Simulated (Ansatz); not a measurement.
# Pressure series in Ir

The parent structure is Ir in the fcc (Cu type) structure (space group Fm-3m, No. 225; a = 3.830 Å).

Cell and atoms are relaxed at each pressure.

Computed with DFT with PBEsol, PAW potentials and a 420 eV plane-wave cutoff in Ansatz (an electronic-structure program), scalar-relativistic without spin-orbit coupling.

Notes on the quantities. enthalpy: H = E + PV relative to the base's energy.

```tsv
change	enthalpy	shortest interatomic distance	density
base	–	2.709 Å	22.72 g/cm³
pressure −2 GPa	-0.18 eV/atom	2.713 Å	22.60 g/cm³
pressure −1 GPa	-0.09 eV/atom	2.711 Å	22.66 g/cm³
pressure 0.9 GPa	+0.08 eV/atom	[?]	22.77 g/cm³
pressure 2.1 GPa	+0.18 eV/atom	[?]	22.84 g/cm³
pressure 4.5 GPa	+0.39 eV/atom	2.698 Å	[?]
pressure 9 GPa	+0.78 eV/atom	2.689 Å	23.22 g/cm³
pressure 15 GPa	+1.29 eV/atom	2.677 Å	23.54 g/cm³
pressure 22.5 GPa	+1.92 eV/atom	2.663 Å	23.91 g/cm³
pressure 30 GPa	+2.54 eV/atom	2.650 Å	24.26 g/cm³
```

Fill in the withheld entries from the trend.


- pressure 0.9 GPa, shortest interatomic distance: 2.706 Å
- pressure 2.1 GPa, shortest interatomic distance: 2.704 Å
- pressure 4.5 GPa, density: 22.98 g/cm³

Load acts through the strain it causes; cell and atoms are relaxed under it. No phonon test of stability was made. Competing high-pressure phases were not computed. All final runs are without spin polarisation.
